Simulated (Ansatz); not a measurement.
## Thickness series in hypothetical CdI2 type CeO2

Start from CeO2 in the CdI2 type structure (space group P-3m1, No. 164; a = 3.5949 Å, c = 4.4067 Å; a hypothetical phase, not in the database extracts checked).

Free-standing slabs (3 atom(s) a layer) normal to the stacking axis with 15 Å of vacuum; in-plane cell relaxed.

Level of theory: Ansatz (a first-principles code), r2SCAN+rVV10, PAW, cutoff 500 eV, no spin-orbit coupling, earlier PAW set.

Notes on the quantities. excess energy per area of both faces: slab less bulk energy over the cell's area: twice a surface energy.

```tsv
case	excess energy per area of both faces	band gap	smallest direct gap	thickness between the outermost nuclei	gap character
base	–	2.48 eV	2.63 eV	–	–
1 layer	0.25 J/m²	2.73 eV	2.87 eV	1.80 Å	indirect, K–Γ (40 % along) → Γ
2 layers	0.28 J/m²	2.63 eV	2.79 eV	6.25 Å	indirect, K–Γ (33 % along) → Γ
3 layers	0.28 J/m²	2.58 eV	2.73 eV	10.67 Å	indirect, k = (0, 0.364, 0) in the run's primitive reciprocal basis → Γ
4 layers	0.28 J/m²	2.54 eV	2.69 eV	15.07 Å	indirect, k = (0, 0.364, 0) in the run's primitive reciprocal basis → Γ
```

The excess energy carries the mismatch between the slab's and the bulk's meshes. Stability against distortions was not tested. Starting moments died away, wholly or in part, for the base; another magnetic solution may exist. All final runs are without spin polarisation.
